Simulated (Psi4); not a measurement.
Psi4 1.11, PBE0/def2-svp: Nb(NMe)(F)2(NH2) (C[N]=[Nb]([NH2])([F])[F]), 11 atoms. The geometry is a generated start, not checked to be a minimum at this level.

| Quantity | Value |
|---|---|
| task | energy |
| method | pbe0 |
| basis | def2-svp |
| memory | 3 GB |
| maxiter | 100 |
| keys of the molecule block | symmetry c1 |
| scf_type | df (default) |
| guess | auto, which took SAD (default) |
| scf_initial_accelerator | adiis (default) |
| e_convergence | 1e-06 (default) |
| d_convergence | 1e-06 (default) |
| dft_radial_points | 75 (default) |
| dft_spherical_points | 302 (default) |
| effective core potentials | those of the basis set, past Kr |
| basis functions | 126 |
| grid points | 237985 |

```xyz
11

Nb     0.0994     1.0410     0.7001
N      0.2244    -0.0451    -0.6895
C      0.3854    -0.8052    -1.8658
H      1.4449    -1.0396    -2.0263
H     -0.1746    -1.7435    -1.7875
H      0.0056    -0.2447    -2.7298
F      1.8267     1.4917     1.2595
F     -1.0587     2.4421     0.2517
N     -0.7474    -0.1618     1.9981
H     -1.0427    -1.1377     1.9584
H     -0.9630     0.2027     2.9311
```

Charge 0 and multiplicity 1 are set for this test and not shown to be the ground state.

One run each on 2 threads. Values of diis_max_vecs tried: 3, 6, 10 (default), 20.

Problem. Which value of diis_max_vecs needs the fewest SCF iterations, and what happens away from it?

Solution. Fewest SCF iterations, within one of each other: 6 with 11, 10 (default) with 11, 20 with 11. The count rises to 32 at 3. All converge to one solution.

```
diis_max_vecs  SCF iterations            end
-------------  --------------  -------------
3                          32  same solution
6                          11  same solution
10 (default)               11  same solution
20                         11  same solution
```
